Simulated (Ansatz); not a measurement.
The reference is Mo in the bcc (W type) structure (space group Im-3m, No. 229; a = 3.130 Å; relaxed with 0.1 eV smearing). Axes: x, y, z lie along the cube axes.

Structures relaxed with PBEsol (Ansatz, a first-principles code; PAW; 420 eV plane waves; no spin-orbit coupling).

Base:

Simulated powder pattern, Cu Kα1, λ = 1.54056 Å (kinematic, ideal powder, no thermal factors, no anomalous dispersion; the 8 strongest lines at most, above 2 %, up to 2θ = 90°):

```
2θ (°)  I/Imax (%)    hkl
------  ----------  -----
40.73          100  (110)
58.97           16  (200)
74.14           33  (211)
88.23           11  (220)
```

Modification: the cell is stretched by 2.50 % along z with no lateral relaxation, atoms relaxed at fixed cell.

After the change:

Simulated powder pattern, Cu Kα1, λ = 1.54056 Å (kinematic, ideal powder, no thermal factors, no anomalous dispersion; the 8 strongest lines at most, above 2 %, up to 2θ = 90°):

```
2θ (°)  I/Imax (%)    hkl
------  ----------  -----
40.22          100  (101)
40.73           48  (110)
57.40          8.5  (002)
58.97           16  (200)
72.75           17  (112)
73.80           32  (211)
86.89           11  (202)
88.23          5.2  (220)
```

The indices refer to the base's conventional cell; one index is shown for lines that coincide. The space group is now I4/mmm (No. 139).

The cells carry an imposed strain or load. Stability against distortions was not tested. The final runs are not spin-polarised.
